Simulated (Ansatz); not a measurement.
The parent structure is MgO in the rock salt structure (space group Fm-3m, No. 225; a = 4.2537 Å).

It is then changed as follows: cell and atoms relaxed at a pressure of 3 GPa.

Levels (all Ansatz, a quantum-chemistry and plane-wave program, PAW): PBE (420 eV, without spin-orbit coupling); HSE06+SOC (420 eV, spin-orbit coupling included).

The geometry is relaxed with PBE.

| Property | Result |
|---|---|
| PBE valence-band top at Γ | 0.00, 0.00, 0.00 eV |
| PBE lowest conduction level above the VBM at special points | Γ 4.64 eV; L 7.85 eV; X 9.13 eV |

Problem. What does HSE06+SOC give at this geometry for the valence-band top at Γ and lowest conduction level above the VBM at special points?

Solution. The valence-band top at Γ (three highest Kramers pairs, from the VBM) changes from 0.00, 0.00, 0.00 eV to 0.00, 0.00, -0.04 eV; the lowest conduction level above the VBM at special points becomes Γ 6.36 eV; L 9.61 eV; X 10.84 eV (PBE: Γ 4.64 eV; L 7.85 eV; X 9.13 eV). The threefold valence maximum splits by Δso ≈ 42 meV.

Single points use the geometry relaxed with PBE. The spin-orbit shifts are approximate. The levels and masses belong to the bands next to the band gap. Load acts through the strain it causes; cell and atoms are relaxed under it. Whether these cells are dynamically stable was not tested.
